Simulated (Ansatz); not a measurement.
**SnC (model structure, started from the NiAs type, P6₃/mmc, No. 194, 4 atoms in the cell): c axis length by level of theory**

No measured value is used here.

```tsv
level (code)	value (Å)
LDA (Ansatz)	5.742
PBE (Ansatz)	5.853
PBEsol (Ansatz)	5.786
PBE-D3(BJ) (Ansatz)	5.799
```

PBE-D3(BJ): a distance lies near a switch of the dispersion term, which can move the cell. Ansatz's density-functional and Hartree–Fock values are scalar-relativistic unless marked +SOC, with PAW data made under PBE.

A model structure was made by putting elements into a prototype or built by hand; it is no filed structure, need not be a known phase, and can be a saddle point held by its symmetry.

Ansatz is a program for electronic structure.
